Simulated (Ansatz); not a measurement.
Consider Al-vacancy pair (Al on one host Ir site, one Ir site vacant) in fcc Ir, neutral cell. Computed with PBE, PAW (plane waves to 420 eV; Ansatz, a first-principles code).

Cell of 32 host sites held at the relaxed PBE lattice; a 2×2×2 k-point mesh shifted by half a step; Fermi-Dirac width 0.10 eV, spin-restricted; finite-size errors left in. Static, classical nuclei. Spin-orbit coupling is left out. Forms of the defect that were not tried may lie lower. The start lies 0.067 eV above the lowest site run (PBE).

Barriers: single points on a 4×4×4 k-point mesh shifted by half a step at the bands' geometries (they differ from the bands' own by up to 0.21 eV, and are uncertain by about as much).

Relaxed starting cell (atoms counted from 1):

```yaml
crystal:
  lattice:
    - [7.74197, 0.00000, 0.00000]
    - [0.00000, 7.74197, 0.00000]
    - [0.00000, 0.00000, 7.74197]
  atoms:
    - { symbol: Al, position: [0.99918, 0.01000, 0.01221] }
    - { symbol: Ir, position: [0.99930, 0.00101, 0.50129] }
    - { symbol: Ir, position: [0.99933, 0.49928, 0.00309] }
    - { symbol: Ir, position: [0.99931, 0.49678, 0.49888] }
    - { symbol: Ir, position: [0.49928, 0.99955, 0.00155] }
    - { symbol: Ir, position: [0.49930, 0.99975, 0.50250] }
    - { symbol: Ir, position: [0.49932, 0.50030, 0.00187] }
    - { symbol: Ir, position: [0.49933, 0.50017, 0.50235] }
    - { symbol: Ir, position: [0.99927, 0.25134, 0.74969] }
    - { symbol: Ir, position: [0.99931, 0.74753, 0.25342] }
    - { symbol: Ir, position: [0.99933, 0.75165, 0.75375] }
    - { symbol: Ir, position: [0.49923, 0.24976, 0.25182] }
    - { symbol: Ir, position: [0.49917, 0.24999, 0.75014] }
    - { symbol: Ir, position: [0.49938, 0.74793, 0.25231] }
    - { symbol: Ir, position: [0.49930, 0.74902, 0.75112] }
    - { symbol: Ir, position: [0.25111, 0.99986, 0.25196] }
    - { symbol: Ir, position: [0.25020, 0.99947, 0.75041] }
    - { symbol: Ir, position: [0.24802, 0.49832, 0.25230] }
    - { symbol: Ir, position: [0.24865, 0.49960, 0.75206] }
    - { symbol: Ir, position: [0.74743, 0.00003, 0.25196] }
    - { symbol: Ir, position: [0.74830, 0.99946, 0.75040] }
    - { symbol: Ir, position: [0.75069, 0.49827, 0.25233] }
    - { symbol: Ir, position: [0.74992, 0.49973, 0.75206] }
    - { symbol: Ir, position: [0.25107, 0.25004, 0.00227] }
    - { symbol: Ir, position: [0.24790, 0.25023, 0.50029] }
    - { symbol: Ir, position: [0.25028, 0.74848, 0.00156] }
    - { symbol: Ir, position: [0.24862, 0.74994, 0.50193] }
    - { symbol: Ir, position: [0.74757, 0.25002, 0.00215] }
    - { symbol: Ir, position: [0.75069, 0.25021, 0.50035] }
    - { symbol: Ir, position: [0.74824, 0.74837, 0.00156] }
    - { symbol: Ir, position: [0.74993, 0.74997, 0.50185] }
```

End state 1 differs by these moves (Å; atoms that move under 0.08 Å are left out):

```
atom  element    Δx    Δy    Δz
----  -------  ----  ----  ----
1          Al  0.00  1.78  1.78
```

What forward and backward barriers to end state 1 does PBE, PAW give?

forward 0.63 eV, backward 0.63 eV; at the saddle point atom 1 has neighbours 4 Ir at 2.46, 2 Ir at 3.06, 2 Ir at 3.07 Å. The saddle point's order was not checked, and it lies on a symmetry element of the cell, where a band can be held.

End state 2 differs by these moves (Å; atoms that move under 0.08 Å are left out):

```json
[
 {"atom": "1", "element": "Al", "Δx": "0.00", "Δy": "-0.08", "Δz": "-0.08"},
 {"atom": "22", "element": "Ir", "Δx": "1.91", "Δy": "-1.90", "Δz": "0.01"}
]
```

What is the computed forward and backward barriers to end state 2 (PBE, PAW)?

forward 2.48 eV, backward 2.55 eV; at the saddle point atom 22 has neighbours 2 Ir at 2.48, Ir at 2.54, Ir at 2.56, Ir at 2.81, Ir at 2.88, Ir at 3.14, Ir at 3.19 Å. The saddle point's order was not checked.
